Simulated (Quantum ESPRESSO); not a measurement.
A self-consistent single point of a (110) slab of CaHN (cut from a parent of space group no. 107; 9 atoms in the cell) with Quantum ESPRESSO.

Computed with LDA (PZ), GBRV 1.5 ultrasoft (LDA) pseudopotentials (plane waves; Quantum ESPRESSO 7.5).

```
CELL_PARAMETERS angstrom
      3.76805     0.00000     0.00000
     -3.28360     3.73678     0.00000
      0.00000     0.00000    18.97450
ATOMIC_POSITIONS crystal
  Ca 0.89656 0.94828 0.36892
  Ca 0.89656 0.44828 0.50000
  Ca 0.89656 0.94828 0.63108
  H  0.72012 0.36006 0.36892
  H  0.72012 0.86006 0.50000
  H  0.72012 0.36006 0.63108
  N  0.08330 0.54165 0.36892
  N  0.08330 0.04165 0.50000
  N  0.08330 0.54165 0.63108
```

Reference input (self-consistent single point, DFT, LDA (PZ), plane waves, GBRV 1.5 ultrasoft (LDA) pseudopotentials): ecutwfc = 40 Ry; ecutrho = 200 Ry; occupations = smearing; smearing = fd; degauss = 0.0036749 Ry; mixing_mode = local-TF; potentials = {Ca: ca_lda_v1.uspp.F.UPF, H: h_lda_v1.4.uspp.F.UPF, N: n_lda_v1.2.uspp.F.UPF}; K_POINTS = automatic 4 4 1 0 0 0; conv_thr = 1e-11 Ry; mixing_beta = 0.3. This run's input differs from it in these lines:

```diff
@@ -13,4 +13,4 @@
   ntyp = 3
-  ecutwfc = 40
-  ecutrho = 200
+  ecutwfc = 20
+  ecutrho = 100
   occupations = 'smearing'
```

Output, abridged:

```
     Self-consistent Calculation

     iteration #  1     ecut=    20.00 Ry     beta= 0.30

     negative rho (up, down):  1.941E-03 0.000E+00

     total energy              =    -288.86526774 Ry
     estimated scf accuracy    <       1.96814305 Ry

     iteration #  2     ecut=    20.00 Ry     beta= 0.30

     negative rho (up, down):  2.749E-04 0.000E+00

     total energy              =    -288.55134258 Ry
     estimated scf accuracy    <       0.97243739 Ry

     iteration #  3     ecut=    20.00 Ry     beta= 0.30

     negative rho (up, down):  5.057E-05 0.000E+00

     total energy              =    -288.68371166 Ry
     estimated scf accuracy    <       0.19237136 Ry

   [... 22 blocks of this kind left out ...]

     iteration # 26     ecut=    20.00 Ry     beta= 0.30

     negative rho (up, down):  5.169E-03 0.000E+00

     total energy              =    -288.64937649 Ry
     estimated scf accuracy    <          7.9E-11 Ry

     iteration # 27     ecut=    20.00 Ry     beta= 0.30

     negative rho (up, down):  5.169E-03 0.000E+00
     End of self-consistent calculation

     the Fermi energy is     0.9820 ev

!    total energy              =    -288.64937649 Ry
     estimated scf accuracy    <          9.1E-12 Ry
     smearing contrib. (-TS)   =      -0.00000000 Ry
     internal energy E=F+TS    =    -288.64937649 Ry

     convergence has been achieved in  27 iterations

     negative rho (up, down):  5.169E-03 0.000E+00

     Forces acting on atoms (cartesian axes, Ry/au):

     atom    1 type  1   force =    -0.01270020   -0.01115471    0.01090174
     atom    2 type  1   force =    -0.00213279   -0.00187317    0.00000000
     atom    3 type  1   force =    -0.01270020   -0.01115471   -0.01090174
     atom    4 type  2   force =    -0.02412096   -0.02119810   -0.00835394
     atom    5 type  2   force =    -0.02831351   -0.02487839    0.00000000
   [... lines left out ...]
     Total force =     0.108674     Total SCF correction =     0.000003
   [... lines left out ...]

     negative rho (up, down):  5.169E-03 0.000E+00
          total   stress  (Ry/bohr**3)                   (kbar)     P=     -152.27
  -0.00103863   0.00010716   0.00000000         -152.79       15.76        0.00
   0.00010716  -0.00106639   0.00000000           15.76     -156.87        0.00
   0.00000000   0.00000000  -0.00100027            0.00        0.00     -147.15

   JOB DONE.
```

The run converged in 27 iterations. Against the reference run the free energy goes up by 660 meV/atom, the largest force goes from 1.275 to 1.447 eV/Å and the gap on the mesh goes from 2.043 to 1.934 eV.

The starting cell comes from a database of computed structures (which also holds hypothetical and non-ambient phases and stackings), without a prior relaxation at this level. The slab is cut from that crystal, and its faces are unrelaxed. Its lattice was rescaled by up to half a per cent. Spin polarisation is off, though cut faces can carry moments; a gap of a slab can lie between surface states. Forces in this geometry exceed 1 eV/Å.

Cost on one core of a shared machine: roughly 50 s.
